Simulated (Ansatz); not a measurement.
Worked example: relaxation of cell and atoms of NaMoO2 (R-3m, 4 atoms in the cell) in Ansatz (a quantum-chemistry and plane-wave program).

Method of the run: LDA (PW92), default PAW files made with PBE (plane waves; Ansatz).

The change in words: atoms on their sites; basis.ecutwfc: 420 eV → 505 eV; relax: default → cell and atoms. Reference geometry:
```yaml
crystal:
  lattice:
    - [1.60869, 0.92878, 5.19322]
    - [-1.60869, 0.92878, 5.19322]
    - [0.00000, -1.85756, 5.19322]
  atoms:
    - { symbol: Na, position: [0.50321, 0.50321, 0.50321] }
    - { symbol: Mo, position: [0.00000, 0.00000, 0.00000], spin: 2.0 }
    - { symbol: O, position: [0.26510, 0.26510, 0.26510] }
    - { symbol: O, position: [0.73490, 0.73490, 0.73490] }
```
(The spins are starting values, not results.)

Reference input (self-consistent single point, DFT, LDA (PW92), plane waves, default PAW files made with PBE): basis.ecutwfc = 420 eV; kpoints.mp_grid.grid = 7 7 7; hamiltonian.xc = lda; hamiltonian.pseudopotentials = {kind: paw} (the program's default PAW files); magnetization.spin_polarized = true; scf.occupations.method = fermi_dirac; scf.occupations.width = 0.05 eV. This run's input differs from it in these lines:

Ansatz 0.2 input:
```diff
@@ -6,3 +6,3 @@
   atoms:
-    - { symbol: Na, position_ang: [-0.00000000, -0.00000050, 7.83982513] }
+    - { symbol: Na, position_ang: [0.00000000, -0.00000050, 7.78983000] }
     - { symbol: Mo, position_ang: [0.00000000, 0.00000000, 0.00000000], spin: 2.0 }
@@ -11,3 +11,3 @@
 basis:
-  ecutwfc: 420.0
+  ecutwfc: 505.0
 kpoints:
@@ -21,2 +21,4 @@
   occupations: { method: fermi_dirac, width: 0.05 }
+relax:
+  cell: {}
 output:
```

Output, abridged:

```
   [... SCF lines of the steps left out ...]
relax step   1: F+E_penalty+E_count = -7420.87223528 eV  Δ(F+E_penalty+E_count) = +0.000e0 eV  max|allowed force component| = 4.286e-1 eV/Å  Δτ_max = 0.0000 Å  P = -15.338 GPa  Ω = 46.556 Å³  (15 SCF iters, dr2 threshold 1.00e-7 eV, accepted)
relax step   2: F+E_penalty+E_count = -7421.50150499 eV  Δ(F+E_penalty+E_count) = -6.293e-1 eV  max|allowed force component| = 7.082e-1 eV/Å  Δτ_max = 0.0542 Å  P = -8.247 GPa  Ω = 43.356 Å³  energy of the carried Pulay correction = +3.215e-4 eV  [...]
   [... lines left out ...]
relax step   9: F+E_penalty+E_count = -7422.11007554 eV  Δ(F+E_penalty+E_count) = -2.345e-5 eV  max|allowed force component| = 4.313e-5 eV/Å  Δτ_max = 0.0005 Å  P = +0.006 GPa  Ω = 39.564 Å³  energy of the carried Pulay correction = -2.077e-6 eV  (7 [...]
relax step  10: F+E_penalty+E_count = -7422.11007720 eV  Δ(F+E_penalty+E_count) = -1.660e-6 eV  max|allowed force component| = 4.209e-5 eV/Å  Δτ_max = 0.0000 Å  P = +0.006 GPa  Ω = 39.564 Å³  stress off target by 8.42e-3 GPa  SCF on the basis [...]
basis re-selected at this cell: Δ(F+E_penalty+E_count) = -1.660e-6 eV, ΔP = +0.000 GPa vs the last step
the relaxation is at rest under the 12 symmetry operations that the run kept from its start: a minimum is not shown …
the relaxation's final electronic state is not compared with the one that a single-point calculation of its input finds at the relaxed geometry …
   [... lines left out ...]
Absolute magnetization: 0.0000 μB (∫|ρ↑−ρ↓|, with the PAW one-centre terms)
Free energy (F): -7422.110077 eV
Fermi energy:    14.419663 eV
  cell:  # Å, volume = 39.5640 Å³
   [... lines left out ...]
  atoms:
    - { symbol: Na, position: [0.4999999999999999, 0.4999999999999999, 0.49999999999999994] }
    - { symbol: Mo, position: [3.357760208298998e-19, 3.3577602082989993e-19, 3.357758747855918e-19] }
    - { symbol: O, position: [0.2562769808521177, 0.2562769808521177, 0.25627698085211775] }
    - { symbol: O, position: [0.7437230191478821, 0.7437230191478821, 0.7437230191478824] }
```

The run converged.  The full log also holds: “iter 8 did not close the SCF: its close was put off for a magnetic moment that had not settled (scf_convergence_deferred on its scf_iter line)”. The full log also holds: “iter 9 did not close the SCF: its close was put off for a magnetic moment that had not settled (scf_convergence_deferred on its scf_iter line)”.

Summary of the result:
| Item | Value |
|---|---|
| Free energy E − TS (on the zero of these files) | -7422.1101 eV |
| Fermi level (on the code's own zero) | 14.42 eV |
| Pressure | 0.01 GPa |
| Size of the cell's spin moment | 0.00 μB |
| Final cell | a = b = c = 6.0134 Å, α = β = γ = 27.01° |
| Final volume per atom | 9.89 Å³ |
| Relaxation steps | 10 |

The starting cell comes from a database of computed structures (which also holds hypothetical and non-ambient phases and stackings), without a prior relaxation at this level. Its lattice was rescaled by up to half a per cent. The starting moments vanished: the run ended non-magnetic. The program warned that a starting moment was not kept. The relaxation keeps the symmetry of its start, so its end need not be a minimum. Ansatz's pressure includes its estimate of the finite-basis (Pulay) stress.

Cost on one core of a shared machine: roughly 70 s.
